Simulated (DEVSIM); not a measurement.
Device: Si p-i-n diode, at 250 K.

```tsv
layer (left to right)	material	thickness (μm)	Nd (cm⁻³)	Na (cm⁻³)	τn (s)	τp (s)
1	Si	1.70	-	2.7e18	2.5e-5	2.5e-5
2	Si	7.40	1.5e12	-	2.5e-5	2.5e-5
3	Si	1.40	2.4e17	-	2.5e-5	2.5e-5
```

Left contact: ohmic. Right contact: ohmic. Voltage is applied to the left contact. Recombination: SRH at mid-gap, radiative, Auger. Mobility is constant in doping. Where it depends on doping, it is μmin + (μ − μmin)/(1 + (N/Nref)^α).

This is a model device: material constants are rounded textbook-type values typed into the input, and sizes, dopings and lifetimes were drawn at random. Values at 300 K; Nc and Nv go as T^1.5, mobilities as T to minus their exponent, the gap by Varshni's rule with the affinity fixed. The table also holds parameters that only a changed run uses.

```tsv
parameter	Si
gap (eV)	1.124
affinity (eV)	4.05
permittivity	11.7
Nc (cm⁻³)	2.86e19
Nv (cm⁻³)	3.1e19
μn (cm²/Vs)	1417
μp (cm²/Vs)	470
μn,min	52
μp,min	45
Nref,n	9.7e16
Nref,p	2.2e17
αn	0.68
αp	0.72
T exponent of μn	2.3
T exponent of μp	2.2
B (cm³/s)	4.7e-15
Cn (cm⁶/s)	2.8e-31
Cp (cm⁶/s)	9.9e-32
Varshni α (eV/K)	0.000473
Varshni β (K)	636
```

DEVSIM, 1D drift-diffusion, Boltzmann statistics, complete ionisation; no tunnelling, impact ionisation, image-force lowering or self-heating.

Base results: dark forward voltage at 100 A/cm² (V) 0.867; potential step across the device at zero bias (V) 0.992; dark forward voltage at 1 A/cm² (V) 0.758.

What follows from this one change: thickness of layer 3 1.4 → 0.28 μm?

dark forward voltage at 100 A/cm² 0.867 → 0.849 V; potential step across the device at zero bias little changed (0.992 V); dark forward voltage at 1 A/cm² 0.758 → 0.729 V.

What follows from this one change: doping-dependent mobility in place of the constant one?

dark forward voltage at 100 A/cm² 0.867 → 0.884 V; potential step across the device at zero bias little changed (0.992 V); dark forward voltage at 1 A/cm² 0.758 → 0.775 V.
